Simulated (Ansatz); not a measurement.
The starting structures come from a database of crystals and need not be the phases stable at ambient conditions.

Given:

```
HfO2
1.0
    3.33360     0.00000     0.00000
    0.00000     5.55640     0.00000
    0.00000     0.00000     6.50500
Hf O
4 8
Cartesian
  2.50020   4.17463   0.70169
  0.83340   1.38177   5.80331
  0.83340   4.15997   3.95419
  2.50020   1.39643   2.55081
  0.83340   5.44088   2.22113
  2.50020   0.11552   4.28387
  2.50020   2.89372   5.47363
  0.83340   2.66268   1.03137
  0.83340   4.78128   6.00672
  2.50020   0.77512   0.49828
  2.50020   3.55332   2.75422
  0.83340   2.00308   3.75078
```

Space group of this cell: Pnma. The cell is taken as given; by LDA its mean pressure is -13.2 GPa.

Transport runs along the normal of the first two printed cell vectors.

The gap is the functional's own, uncorrected, and κ follows it; spin-orbit coupling is left out. Mid-gap values are interpolated between the computed energies.

Q: State the band gap and the smallest decay constant κ at mid-gap according to LDA (Ansatz, a quantum-chemistry and plane-wave program).

A: Gap 3.31 eV on a 10×6×6 mesh; κ = 0.375 1/Å, at the zone centre.
